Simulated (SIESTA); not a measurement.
**How a calculation on SiMo3 (Pm-3n, 8 atoms in the cell) responds to its settings**

```xyz
8
Lattice="4.9630 0.0000 0.0000 0.0000 4.9630 0.0000 0.0000 0.0000 4.9630" Properties=species:S:1:pos:R:3 pbc="T T T"
Si     2.4815     2.4815     2.4815
Si     0.0000     0.0000     0.0000
Mo     0.0000     2.4815     1.2408
Mo     0.0000     2.4815     3.7223
Mo     1.2408     0.0000     2.4815
Mo     3.7223     0.0000     2.4815
Mo     2.4815     1.2408     0.0000
Mo     2.4815     3.7223     0.0000
```

Base run A: SIESTA 5.4.2 with GGA PBE, numerical atomic orbitals DZP, PseudoDojo PBE standard norm-conserving potentials (rewritten from UPF to PSML), self-consistent single point.

Its settings: XC.functional = GGA; XC.authors = PBE; potentials = PseudoDojo PBE standard; PAO.BasisSize = DZP; PAO.EnergyShift = 0.005 Ry; MeshCutoff = 400 Ry; kgrid.MonkhorstPack = 7 7 7; OccupationFunction = MP; OccupationMPOrder = 0; ElectronicTemperature = 1160.45 K; MaxSCFIterations = 150; SCF.Mixer.Method = Pulay; SCF.Mixer.Weight = 0.1; SCF.Mixer.History = 6; SCF.DM.Tolerance = 1.0E-05.

The starting cell comes from a database of computed structures (which also holds hypothetical and non-ambient phases and stackings), without a prior relaxation at this level. Its lattice was rescaled by a random factor within 2.5 % of one. Spin polarisation is off. Values carry the incompleteness of an atom-centred basis. In the base run, with a pressure of about -6 GPa the cell is away from its equilibrium volume at this level.

ΔF is the free energy per atom less that of run A. 

```
run  MaxSCFIterations, SCF.Mixer.History  ΔF (meV/atom)  pressure (GPa)  iterations
---  -----------------------------------  -------------  --------------  ----------
A                                 150, 6           0.00           -6.19          11
B                                 300, 1           0.00           -6.19          20
C                                 300, 2           0.00           -6.19          20
D                                 300, 3           0.00           -6.19          13
E                                 300, 5           0.00           -6.19          10
F                                300, 10           0.00           -6.19          11
G                                300, 15           0.00           -6.19          11
```

Runs B, C, D, E, F, G gave the same state as A (within 1 meV/atom). The fewest iterations to that state were 10 (E); the most were 20.
